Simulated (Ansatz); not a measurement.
The starting structures come from a database of crystals and need not be the phases stable at ambient conditions.

Tunnelling through a barrier is set by its complex band structure: the current falls as exp(−2κd) with the smallest κ.

```
Ta3N5
1.0
    3.88114     0.00000     0.00000
   -1.94057     5.13852     0.00000
    0.00000     0.00000    10.30945
Ta N
6 10
Direct
  0.19701   0.39402   0.75000
  0.80299   0.60598   0.25000
  0.86673   0.73346   0.93994
  0.13327   0.26654   0.06006
  0.13327   0.26654   0.43994
  0.86673   0.73346   0.56006
  0.04711   0.09422   0.88116
  0.95289   0.90578   0.11884
  0.95289   0.90578   0.38116
  0.04711   0.09422   0.61884
  0.69191   0.38382   0.07409
  0.30809   0.61618   0.92591
  0.30809   0.61618   0.57409
  0.69191   0.38382   0.42591
  0.23678   0.47356   0.25000
  0.76322   0.52644   0.75000
```

The cell is taken as given; by r2SCAN it stands under a pressure of -1.4 GPa.

Transport runs along the normal of the first two printed cell vectors.

The gap is the functional's own, uncorrected, and κ follows it; spin-orbit coupling is left out. Mid-gap means the computed energy nearest the middle.

Question: Compute, with r2SCAN in Ansatz (a program for electronic structure), the band gap and the smallest decay constant κ at mid-gap.

Answer: Gap 1.60 eV on a 8×8×4 mesh; κ = 0.202 1/Å, at the zone centre.
